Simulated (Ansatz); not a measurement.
Structures of equal composition on the (111) surface of fcc Ir: a pseudomorphic layer of Os in the host's stacking; a pseudomorphic layer of Os in the other hollow. The slabs share one bottom face, and each structure is named by its start. These are constructed structures in small cells; real faces may alloy, dewet or reconstruct in larger ones, and not all known structures of the face are among them. Slabs of about 11 Å, Fermi-Dirac smearing of 0.1 eV. Bottom of the slabs: a bare face, its two planes held. Relaxed from the named starts with such symmetry as they have, on meshes of like density; energies extrapolated to zero smearing; spin only where a row says so; no spin-orbit coupling, no U. Brackets mark spin-polarised runs, whose order is one that fits the cell.

Calculation: PBE (plane waves to 420 eV, PAW; Ansatz, a program for electronic structure).

Rank these by energy per 1x1 cell (lowest first), as PBE gives it.

a pseudomorphic layer of Os in the host's stacking (0.000 eV), a pseudomorphic layer of Os in the other hollow (0.060 eV)
